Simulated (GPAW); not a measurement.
# A self-consistent single point of Ru₃W (P6_3/mmc, 8 atoms in the cell) with GPAW

Method of the run: LDA (Perdew-Wang 92), GPAW PAW datasets LDA (gpaw-data 1.0.1) (plane waves; GPAW 25.7.0).

This input was run:

```python
from ase import Atoms
from ase.units import GPa
from gpaw import GPAW, PW

atoms = Atoms(['Ru', 'Ru', 'Ru', 'Ru', 'Ru', 'Ru', 'W', 'W'],
              cell=[[5.486253, 0.000000, 0.000000],
                    [-2.743126, 4.751235, 0.000000],
                    [0.000000, 0.000000, 4.365876]],
              scaled_positions=[[0.166315, 0.332630, 0.250000],
                                [0.833685, 0.667370, 0.750000],
                                [0.833685, 0.166315, 0.750000],
                                [0.166315, 0.833685, 0.250000],
                                [0.667370, 0.833685, 0.250000],
                                [0.332630, 0.166315, 0.750000],
                                [0.333333, 0.666667, 0.750000],
                                [0.666667, 0.333333, 0.250000]],
              pbc=True)

calc = GPAW(mode=PW(550),
            xc='LDA',
            kpts={'size': (4, 4, 5), 'gamma': True},
            occupations={'name': 'methfessel-paxton', 'width': 0.136, 'order': 0},
            nbands=-14,
            symmetry={'symmorphic': False, 'tolerance': 0.0005},
            maxiter=120,
            txt='-')

atoms.calc = calc

energy = atoms.get_potential_energy()
print('Energy (eV):', round(energy, 6))
forces = atoms.get_forces()
print('Forces (eV/Ang):')
print(forces.round(5))
stress = atoms.get_stress()
print('Stress (GPa, Voigt):', (stress / GPa).round(4))
```

Log, with long lists cut:

```
Input parameters:
  kpts: {gamma: True,
         size: (4, 4, 5)}
  maxiter: 120
  mode: {ecut: 550.0,
         name: pw}
  nbands: -14
  occupations: {name: methfessel-paxton,
                order: 0,
                width: 0.136}
  symmetry: {symmorphic: False,
             tolerance: 0.0005}

species:
  Ru:
    name: Ruthenium
    Z: 44.0
    valence: 16
    core: 28
    charge: 0.0
    file: Ru.LDA.gz

    # Using partial waves for Ru as LCAO basis

  W:
    name: Tungsten
    Z: 74.0
    valence: 14
    core: 60
    charge: 0.0
    file: W.LDA.gz

    # Using partial waves for W as LCAO basis

Reference energy: -1615772.702160  # eV

Spin-paired calculation

Convergence criteria:
 Maximum [total energy] change in last 3 cyles: 0.0005 eV / valence electron
 Maximum integral of absolute [dens]ity change: 0.0001 electrons / valence electron
 Maximum integral of absolute [eigenst]ate change: 4e-08 eV^2 / valence electron
 Maximum number of scf [iter]ations: 120

Symmetries present (total): 24
Symmetries with fractional translations: 12
80 k-points: 4 x 4 x 5 Monkhorst-Pack grid + [1/8,1/8,0.000000]
12 k-points in the irreducible part of the Brillouin zone
       k-points in crystal coordinates                weights
   0:     0.00000000    0.00000000    0.00000000          1/80
   1:     0.00000000    0.00000000    0.20000000          2/80
   2:     0.00000000    0.00000000    0.40000000          2/80
   [... 7 lines left out ...]
          ...
  11:     0.50000000    0.50000000    0.40000000          6/80

Wave functions: Plane wave expansion
  Cutoff energy: 550.000 eV
  Number of coefficients (min, max): 3316, 3353
  Pulay-stress correction: 0.000000 eV/Ang^3 (de/decut=0.000000)

Occupation numbers: Methfessel-Paxton:
  width: 0.1360  # eV
  order: 0

Eigensolver

Densities:
  Coarse grid: 30*30*24 grid
  Fine grid: 60*60*48 grid
  Total Charge: 0.000000

Density mixing:
  Method: separate
  Backend: pulay
  Linear mixing parameter: 0.05
  old densities: 5
  Damping of long wavelength oscillations: 50

Hamiltonian:
  XC and Coulomb potentials evaluated on a 60*60*48 grid
  External potential:
    NoExternalPotential

Number of atoms: 8
Number of atomic orbitals: 104
Number of bands in calculation: 76
Number of valence electrons: 124
Bands to converge: occupied

Density initialized from atomic densities
  76 bands from LCAO basis set

Atomic positions and initial magnetic moments

Positions:
   0 Ru     0.000000    1.580403    1.091469    ( 0.0000,  0.0000,  0.0000)
   1 Ru     2.743127    3.170832    3.274407    ( 0.0000,  0.0000,  0.0000)
   2 Ru     4.117584    0.790202    3.274407    ( 0.0000,  0.0000,  0.0000)
   3 Ru    -1.374457    3.961033    1.091469    ( 0.0000,  0.0000,  0.0000)
   4 Ru     1.374458    3.961033    1.091469    ( 0.0000,  0.0000,  0.0000)
   5 Ru     1.368669    0.790202    3.274407    ( 0.0000,  0.0000,  0.0000)
   6 W     -0.000002    3.167492    3.274407    ( 0.0000,  0.0000,  0.0000)
   7 W      2.743129    1.583743    1.091469    ( 0.0000,  0.0000,  0.0000)

Unit cell:
           periodic     x           y           z      points  spacing
  1. axis:    yes    5.486253    0.000000    0.000000    30     0.1584
  2. axis:    yes   -2.743126    4.751235    0.000000    30     0.1584
  3. axis:    yes    0.000000    0.000000    4.365876    24     0.1819

  Lengths:   5.486253   5.486253   4.365876
  Angles:   90.000000  90.000000 119.999993

Effective grid spacing dv^(1/3) = 0.1740

     iter     time        total  log10-change:
                         energy   eigst   dens
iter:   1 --:--:--   -99.034524
iter:   2 --:--:--   -96.847845   -1.24  -1.26
iter:   3 --:--:--   -94.035505   -1.24  -1.32
iter:   4 --:--:--   -92.401216   -1.49  -1.44
iter:   5 --:--:--   -91.951946   -1.15  -1.65
iter:   6 --:--:--   -91.905365   -1.70  -2.09
iter:   7 --:--:--   -91.774178   -2.52  -2.11
iter:   8 --:--:--   -91.795870   -3.00  -2.53
iter:   9 --:--:--   -91.768023c  -2.55  -2.38
iter:  10 --:--:--   -91.757640c  -3.25  -2.78
iter:  11 --:--:--   -91.757569c  -4.54  -3.43
iter:  12 --:--:--   -91.757531c  -5.48  -3.48
iter:  13 --:--:--   -91.757650c  -4.97  -3.50
iter:  14 --:--:--   -91.757604c  -5.55  -3.57
iter:  15 --:--:--   -91.757564c  -5.54  -3.66
iter:  16 --:--:--   -91.757547c  -5.73  -3.66
iter:  17 --:--:--   -91.757516c  -6.60  -3.80
iter:  18 --:--:--   -91.757502c  -6.86  -3.97
iter:  19 --:--:--   -91.757495c  -6.17  -4.03c
iter:  20 --:--:--   -91.757510c  -5.93  -4.17c
iter:  21 --:--:--   -91.757496c  -6.39  -4.08c
iter:  22 --:--:--   -91.757498c  -6.85  -4.38c
iter:  23 --:--:--   -91.757497c  -7.53c -4.53c

Converged after 23 iterations.

Dipole moment: (-0.000000, 0.000000, -0.000000) |e|*Ang

Energy contributions relative to reference atoms: (reference = -1615772.702160)

Kinetic:        -31.633086
Potential:       +4.317713
External:        +0.000000
XC:             -63.020723
Entropy (-ST):   -0.083817
Local:           -1.379492
SIC:             +0.000000
--------------------------
Free energy:    -91.799406
Extrapolated:   -91.757497

Showing only first 2 kpts
 Kpt  Band  Eigenvalues  Occupancy
  0    60     12.36144    2.00000
  0    61     12.70231    1.99954
  0    62     14.43319    0.00000
  0    63     14.64525    0.00000

  1    60     13.65755    0.00000
  1    61     13.65755    0.00000
  1    62     13.78451    0.00000
  1    63     14.29084    0.00000

Fermi level: 13.03928

No gap
No difference between direct/indirect transitions
Energy (eV): -91.757497

Forces in eV/Ang:
  0 Ru    0.00000    0.11799    0.00000
  1 Ru   -0.00000   -0.11799    0.00000
  2 Ru   -0.10218    0.05899   -0.00000
  3 Ru    0.10218   -0.05899    0.00000
  4 Ru   -0.10218   -0.05899    0.00000
  5 Ru    0.10218    0.05899    0.00000
  6 W    -0.00000    0.00000    0.00000
  7 W     0.00000   -0.00000   -0.00000

Stress tensor:
     0.087981    -0.000000     0.000000
    -0.000000     0.087981     0.000000
     0.000000     0.000000     0.110590
Stress (GPa, Voigt): [14.0961 14.0961 17.7184  0.      0.     -0.    ]
```

The run converged in 23 iterations. GPAW prints stress with tension positive.

The starting cell comes from a database of computed structures (which also holds hypothetical and non-ambient phases and stackings), without a prior relaxation at this level. Its lattice was rescaled by a random factor within 2.5 % of one. Spin-orbit coupling is off. Spin polarisation is off. With a pressure of about -15 GPa the cell is away from its equilibrium volume at this level.

Cost on one core of a shared machine: roughly 2 min.
